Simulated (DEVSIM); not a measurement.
System: Schottky contact on n-type ZnO, at 300 K.

Layer 1 from the left is ZnO, thickness (μm) 2.70, Nd (cm⁻³) 7.7e15, τn (s) 7.9e-10, τp (s) 7.9e-10. Layer 2 from the left is ZnO, thickness (μm) 2.30, Nd (cm⁻³) 9.7e17, τn (s) 7.9e-10, τp (s) 7.9e-10.

Left contact: Schottky, work function 5.65 eV, emission velocity 6e6 cm/s. Right contact: ohmic. Voltage is applied to the left contact. Recombination: SRH at mid-gap, radiative. Mobility is constant in doping.

Constants are typed, rounded textbook-type inputs, not results; the design itself was drawn at random and stands for no fabricated device. Values at 300 K.

ZnO: gap (eV) 3.37, affinity (eV) 4.5, permittivity 8.7, Nc (cm⁻³) 3.7e18, Nv (cm⁻³) 1.8e19, μn (cm²/Vs) 200, μp (cm²/Vs) 20, B (cm³/s) 1e-10.

Simulated with DEVSIM: 1D drift-diffusion, Boltzmann statistics, complete ionisation; no tunnelling, impact ionisation, image-force lowering or self-heating. Metal contacts follow the ideal Schottky-Mott rule: no Fermi-level pinning, no interface dipoles.

Dark forward current:

| |V| (V) | |J| (A/cm²) |
|---|---|
| 0.05 | 6.460e-13 |
| 0.10 | 5.061e-12 |
| 0.15 | 3.525e-11 |
| 0.20 | 2.415e-10 |
| 0.25 | 1.649e-9 |
| 0.30 | 1.124e-8 |
| 0.35 | 7.645e-8 |
| 0.40 | 5.192e-7 |
| 0.45 | 3.518e-6 |
| 0.50 | 2.376e-5 |
| 0.55 | 0.0001599 |
| 0.60 | 0.001071 |
| 0.65 | 0.007119 |
| 0.70 | 0.04679 |
| 0.75 | 0.3003 |
| 0.80 | 1.790 |
| 0.85 | 8.421 |
| 0.90 | 25.59 |
| 0.95 | 52.67 |
| 1.00 | 85.88 |
| 1.05 | 122.7 |
| 1.10 | 161.7 |
| 1.15 | 202.2 |
| 1.20 | 243.7 |
| 1.25 | 286.1 |
| 1.30 | 329.0 |

**Question.** Work out the local ideality factor n = ΔV / (kT/q · ln(J2/J1)) between the rows 0.15 and 0.20 V, 1.25 and 1.30 V.

**Answer.** kT/q = 25.85 mV. From 0.15 to 0.20 V: ln(2.415e-10/3.525e-11) = 1.924, n = 1.01, near the 1 of diffusion or emission over a barrier. From 1.25 to 1.30 V: ln(329.0/286.1) = 0.140, n = 13.84; the layers' resistance at their doping, Σ W/(qμN) = 0.0011 Ω cm², would take 47 mV of this step of 50 mV.

**Question.** Estimate the current at 0.45 V for emission alone, J0 = q v N_band exp(−φB/kT), and read the barrier back from the simulated current.

**Answer.** φB = 1.150 eV, N_band = 3.70e18 cm⁻³, J0 = 1.70e-13 A/cm²; J = J0 (exp(qV/kT) − 1) = 6.18e-6 A/cm². The simulation gives 3.52e-6 A/cm²; the estimate lies 76 % above. Read backwards, the simulated current gives an apparent barrier of 1.165 eV. The estimate leaves out transport through the depletion region and minority injection.
